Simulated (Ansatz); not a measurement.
**Short convergence ladders for MgS (Fm-3m, 2 atoms in the cell)**

```
MgS
1.0
    0.00000     2.60780     2.60780
    2.60780     0.00000     2.60780
    2.60780     2.60780     0.00000
Mg S
1 1
Direct
  0.00000   0.00000   0.00000
  0.50000   0.50000   0.50000
```

Base method: LDA (PW92), default PAW files made with PBE (plane waves; Ansatz, an electronic-structure program).

Base settings: basis.ecutwfc = 420 eV; kpoints.mp_grid.grid = 8 8 8; hamiltonian.xc = lda; hamiltonian.pseudopotentials = {kind: paw} (the program's default PAW files); scf.occupations.method = fermi_dirac; scf.occupations.width = 0.05 eV.

Core times come from one kind of shared machine, to one figure; runs under 30 s give none.

**Zone-centre phonons against the cutoff**

In this ladder: scf.occupations.method = fixed; scf.occupations.width = default; phonons.method = dfpt; phonons.dielectric = true; phonons.rigid_motions = translations.

The mesh stays at the base's, so the ladder's end is converged at best in this setting alone.

Frequencies are those of the unrelaxed cell, without the LO-TO term of polar crystals.

Only quantities that move along the ladder and can be compared are tabulated.

ε∞ and Born charges come from denser meshes that the program picks itself.

```tsv
basis.ecutwfc	highest zone-centre frequency (cm⁻¹)	mean ε∞
210 eV	218.4	5.565
250 eV	217.8	5.581
295 eV	216.2	5.586
355 eV	216.7	5.588
420 eV	216.8	5.589
505 eV	216.8	5.589
630 eV	216.8	5.589
```

Coarsest basis.ecutwfc that holds the mean ε∞ within 0.01 of the last step, with all finer ones: 250 eV; the step before is off by 0.024.

**Zone-centre phonons against the mesh**

In this ladder: scf.occupations.method = fixed; scf.occupations.width = default; phonons.method = dfpt; phonons.dielectric = true; phonons.rigid_motions = translations.

Frequencies are those of the unrelaxed cell, without the LO-TO term of polar crystals.

Only quantities that move along the ladder and can be compared are tabulated.

| kpoints.mp_grid.grid | highest zone-centre frequency (cm⁻¹) |
|---|---|
| 3 3 3 | 207.7 |
| 4 4 4 | 214.2 |
| 5 5 5 | 216.0 |
| 6 6 6 | 216.6 |
| 7 7 7 | 216.7 |
| 10 10 10 | 216.8 |
| 13 13 13 | 216.8 |
| 16 16 16 | 216.8 |
| 20 20 20 | 216.8 |

Coarsest kpoints.mp_grid.grid that holds the highest zone-centre frequency within 1 cm⁻¹ of the last step, with all finer ones: 5 5 5; the step before is off by 2.6 cm⁻¹.

**The q mesh of the phonons**

In this ladder: kpoints.mp_grid.grid = 12 12 12; scf.occupations.method = fixed; scf.occupations.width = default; phonons.method = dfpt; phonons.dielectric = true; phonons.rigid_motions = translations.

Only quantities that move along the ladder and can be compared are tabulated.

Thermal sums run over frequencies interpolated from this q mesh.

```tsv
phonons.qmesh	zero-point energy (meV/atom)	vibrational free energy at 300 K (meV/atom)	core time / last (rough)
1 1 1	32.90	-11.31	0.3
2 2 2	39.10	0.18	0.7
3 3 3	39.12	0.29	1
```

Coarsest phonons.qmesh that holds the zero-point energy within 0.5 meV/atom of the last step, with all finer ones: 2 2 2; the step before is off by 6.2 meV/atom.

Coarsest phonons.qmesh that holds the vibrational free energy at 300 K within 1 meV/atom of the last step, with all finer ones: 2 2 2; the step before is off by 12 meV/atom.

On the base run: the starting cell has typed, rounded lattice constants, without a prior relaxation at this level. Its lattice was rescaled by up to half a per cent. In the base run, with a pressure of about -4 GPa the cell is away from its equilibrium volume at this level.

Keys are those of Ansatz 0.2.
